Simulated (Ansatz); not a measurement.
Take CsPbCl3 in the cubic perovskite structure (space group Pm-3m, No. 221; a = 5.736 Å) as the base.

The change: every lattice vector is stretched by 3.00 %, atoms relaxed at fixed cell.

Level of theory: Ansatz (a quantum-chemistry and plane-wave program) PBE, no spin-orbit coupling.

Base, band edges from the VBM (valence, conduction): M -0.70, 2.72; R 0.00, 2.21; X -1.44, 3.14; Γ -2.04, 3.67 eV.

Problem. Give the band edges at the high-symmetry points of the new zone, measured from its valence-band maximum.

Solution. 
```
point  valence edge (eV)  conduction edge (eV)
-----  -----------------  --------------------
Γ                  -1.48                  4.02
X                  -1.14                  3.23
M                  -0.55                  2.89
R                   0.00                  2.48
```

The gap is 2.48 eV, direct at R.

Spin-orbit coupling, missing from the scalar runs, can matter with Pb. The cells carry an imposed strain or load. Stability against distortions was not tested. Many cubic perovskites are stable only at high temperature; tilts and polar distortions were not tested. This is not the structure that CsPbCl3 has at room temperature and ambient pressure.
